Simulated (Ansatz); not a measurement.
The reference is GaAs in the zinc blende structure (space group F-43m, No. 216; a = 5.667 Å).

Level of theory: r2SCAN (Ansatz, a program for electronic structure; PAW; 500 eV plane waves; no SOC).

Before the change:

Lattice parameter a: 5.667 Å
Band gap: 0.96 eV
Gap character: direct at Γ

Modification: every Ga is replaced by B; the structure is relaxed again.

Tabulated Pauling electronegativity and covalent radius: Ga 1.81, 1.22 Å; B 2.04, 0.84 Å.

Task: What happens to the lattice parameter a, band gap and gap character?

Result: The lattice parameter a drops by 0.883 Å, from 5.667 Å to 4.784 Å; the band gap grows by 0.42 eV (0.96 eV → 1.38 eV); the gap character changes from direct at Γ to indirect, Γ → Γ–X (76 % along).

Whether these cells are dynamically stable was not tested.
